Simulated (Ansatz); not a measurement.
The starting structures come from a database of crystals and need not be the phases stable at ambient conditions.

 Where the default PAW files enter, the runs use the earlier of Ansatz's two default sets.

Data:

```yaml
crystal:
  lattice:
    - [4.19870, 0.00000, 0.00000]
    - [-2.09935, 3.63618, 0.00000]
    - [2.09935, -1.21206, 3.42823]
  atoms:
    - { symbol: Mg, position: [0.00000, 0.00000, 0.00000] }
    - { symbol: Se, position: [0.25000, 0.75000, 0.25000] }
```

Space group of this cell: F-43m, zinc blende. The cell is taken as given.

All values below come from r2SCAN (plane waves, PAW; Ansatz, a program for electronic structure).

The current runs along the normal of the first two printed vectors; no spin-orbit coupling. Scaled by the factor s: all lengths (ions clamped). Meshes 10×10×10 and 12×12 across the current in all rows.

```csv
s,mean pressure (GPa),slowest mid-gap decay constant κ (1/Å)
0.98,3.7,0.220
1.00,0.3,0.211
1.02,-2.4,?
```

Task: Take the slope of the slowest mid-gap decay constant κ against ln s from the two given rows, extrapolate to s = 1.02, and say what the run there gives.

Result: Slope = (0.220 − 0.211) / ln 0.98 = -0.445 1/Å. The line gives 0.211 + (-0.445) × ln 1.02 = 0.202 1/Å. The run gives 0.202 1/Å, as the line does.
